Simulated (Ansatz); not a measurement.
This concerns the energy of one form of AlN over another. The value is E(A) − E(B), in meV per atom.

A: AlN (zinc blende, F-43m), 2 atoms in the cell, k-point mesh 14×14×14 on the run's own vectors.
```cif
data_Al4N4
_chemical_formula_sum 'Al4 N4'
_space_group_name_H-M_alt 'F-43m'
_space_group_IT_number 216
_space_group_name_Hall 'F -4 2 3'
_cell_length_a 4.40315
_cell_length_b 4.40315
_cell_length_c 4.40315
_cell_angle_alpha 90.000
_cell_angle_beta 90.000
_cell_angle_gamma 90.000
loop_
_atom_site_label
_atom_site_type_symbol
_atom_site_symmetry_multiplicity
_atom_site_Wyckoff_symbol
_atom_site_fract_x
_atom_site_fract_y
_atom_site_fract_z
_atom_site_occupancy
Al1 Al 4 a 0.00000 0.00000 0.00000 1
N1 N 4 c 0.25000 0.25000 0.25000 1
```
(The calculation used a cell of 2 atoms; values per cell refer to that cell.)

B: AlN (wurtzite, P6₃mc), 4 atoms in the cell, k-point mesh 12×12×8 on the run's own vectors.
Space group P6₃mc (No. 186); a = b = 3.130 Å, c = 5.018 Å, α = β = 90.00°, γ = 120.00°

```csv
atom,site,symmetry,x,y,z
Al,2b,3m.,0.6667,0.3333,0.4992
N,2b,3m.,0.3333,0.6667,0.3808
```

All numbers come from Ansatz (a program for electronic structure), plane waves with PAW, its default PAW set, cutoff 420 eV, 500 eV for r2SCAN. The structures are at rest with PBE; other levels are single points on them. HSE06 runs on coarser k-point meshes, mended by the PBE difference between the two meshes. Neutral cells; Fermi-Dirac smearing of at most 0.05 eV in the solids, energies taken to zero width. The lattices are those relaxed with PBE, so at other levels the solids can be strained, which adds to the spread. A dispersion term (D3(BJ), or D4 for r2SCAN) was computed beside these levels and is taken off wherever the name lacks it. Static lattices, no vibrational contributions.

### Question
Predict the value from r2SCAN.

### Answer
24 meV/atom for A less B, so AlN (wurtzite, P6₃mc) (B) lies lower.

### Question
What do the other levels give, and how wide is the spread?

### Answer
```csv
Level,value (meV/atom),less r2SCAN
HSE06,26,2
```

The levels span only 2 meV/atom, too little to tell them apart.
